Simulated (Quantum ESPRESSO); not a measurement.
Input and output of a self-consistent single point for TiSi₂ (Cmcm, 6 atoms in the cell) (Quantum ESPRESSO).

Method: PBEsol, SSSP 1.1.2 efficiency (PBE) pseudopotentials (plane waves; Quantum ESPRESSO).

```yaml
crystal:
  lattice:
    - [1.79776, -6.88433, 0.00000]
    - [1.79776, 6.88433, 0.00000]
    - [0.00000, 0.00000, 3.63113]
  atoms:
    - { symbol: Ti, position: [0.89688, 0.10312, 0.75000] }
    - { symbol: Ti, position: [0.10312, 0.89688, 0.25000] }
    - { symbol: Si, position: [0.55825, 0.44175, 0.75000] }
    - { symbol: Si, position: [0.44175, 0.55825, 0.25000] }
    - { symbol: Si, position: [0.24969, 0.75031, 0.75000] }
    - { symbol: Si, position: [0.75031, 0.24969, 0.25000] }
```

Reference input (self-consistent single point, DFT, PBE, plane waves, SSSP 1.1.2 efficiency (PBE) pseudopotentials): ecutwfc = 50 Ry; ecutrho = 400 Ry; occupations = smearing; smearing = fd; degauss = 0.0073499 Ry; potentials = {Ti: ti_pbe_v1.4.uspp.F.UPF, Si: Si.pbe-n-rrkjus_psl.1.0.0.UPF}; K_POINTS = automatic 7 7 7 0 0 0; conv_thr = 1e-10 Ry. This run's input differs from it in these lines:

```diff
@@ -17,2 +17,3 @@
   degauss = 0.0073499
+  input_dft = 'pbesol'
 /
```

Output (repeated stretches shortened):

```
     Self-consistent Calculation

     iteration #  1     ecut=    50.00 Ry     beta= 0.70

     negative rho (up, down):  2.482E-03 0.000E+00

     total energy              =    -283.51923162 Ry
     estimated scf accuracy    <       0.43389014 Ry

     iteration #  2     ecut=    50.00 Ry     beta= 0.70

     negative rho (up, down):  1.857E-03 0.000E+00

     total energy              =    -283.46315137 Ry
     estimated scf accuracy    <       1.45574094 Ry

     iteration #  3     ecut=    50.00 Ry     beta= 0.70

     negative rho (up, down):  1.670E-03 0.000E+00

     total energy              =    -283.74343346 Ry
     estimated scf accuracy    <       0.01136119 Ry

   [... 11 blocks of this kind left out ...]

     iteration # 15     ecut=    50.00 Ry     beta= 0.70

     negative rho (up, down):  1.618E-03 0.000E+00

     total energy              =    -283.74710101 Ry
     estimated scf accuracy    <          3.0E-10 Ry

     iteration # 16     ecut=    50.00 Ry     beta= 0.70

     negative rho (up, down):  1.618E-03 0.000E+00
     End of self-consistent calculation

     the Fermi energy is    12.0604 ev

!    total energy              =    -283.74710101 Ry
     estimated scf accuracy    <          7.1E-11 Ry
     smearing contrib. (-TS)   =      -0.00434176 Ry
     internal energy E=F+TS    =    -283.74275925 Ry

     convergence has been achieved in  16 iterations

     negative rho (up, down):  1.618E-03 0.000E+00

     Forces acting on atoms (cartesian axes, Ry/au):

     atom    1 type  1   force =    -0.00000000    0.00491248   -0.00000000
     atom    2 type  1   force =     0.00000000   -0.00491248   -0.00000000
     atom    3 type  2   force =     0.00000000   -0.00189207   -0.00000000
     atom    4 type  2   force =     0.00000000    0.00189207   -0.00000000
     atom    5 type  2   force =     0.00000000    0.00013587   -0.00000000
   [... lines left out ...]
     Total force =     0.007447     Total SCF correction =     0.000018
   [... lines left out ...]

     negative rho (up, down):  1.618E-03 0.000E+00
          total   stress  (Ry/bohr**3)                   (kbar)     P=      -86.95
  -0.00059098   0.00000000   0.00000000          -86.94        0.00        0.00
  -0.00000000  -0.00055461   0.00000000           -0.00      -81.59        0.00
   0.00000000   0.00000000  -0.00062760            0.00        0.00      -92.32

   JOB DONE.
```

The run converged in 16 iterations. Against the reference run the pressure goes from -5.23 to -8.69 GPa and the largest force goes from 0.131 to 0.126 eV/Å.

The starting cell comes from a database of computed structures (which also holds hypothetical and non-ambient phases and stackings), without a prior relaxation at this level. Its lattice was rescaled by a random factor within 2.5 % of one. Spin polarisation is off. With a pressure of about -9 GPa the cell is away from its equilibrium volume at this level.

Cost on one core of a shared machine: roughly 6 min.
